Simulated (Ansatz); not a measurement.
The starting structures come from a database of crystals and need not be the phases stable at ambient conditions.

 Where the default PAW files enter, the runs use the earlier of Ansatz's two default sets.

The decay constant κ of evanescent states in the gap governs leakage through a thin film.

Input:

```
CELL_PARAMETERS angstrom
      5.44822     0.00559     0.00000
      1.89223     6.17254     0.00000
      0.00000     0.00000     3.95952
ATOMIC_POSITIONS crystal
  Pd 0.00000 0.50000 0.00000
  Pd 0.00000 0.00000 0.50000
  Cl 0.74311 0.31607 0.25540
  Cl 0.25689 0.68393 0.74460
  Cl 0.25689 0.18393 0.75540
  Cl 0.74311 0.81607 0.24460
```

Space group of this cell: P2_1/c. The cell was relaxed by PBE-D3(BJ); by PBEsol its mean pressure is -1.8 GPa.

Transport runs along the normal of the first two printed cell vectors.

No gap correction and no spin-orbit coupling; mid-gap values are interpolated between computed energies.

Problem. Compute, with PBEsol (Ansatz, a quantum-chemistry and plane-wave program), the band gap and the smallest decay constant κ at mid-gap.

Solution. Gap 0.51 eV on a 6×6×8 mesh; κ = 0.233 1/Å, at (0.500, 0.500) of the in-plane reciprocal vectors. At the zone centre, at the nearest computed energy, the slowest state has κ = 0.33 1/Å.
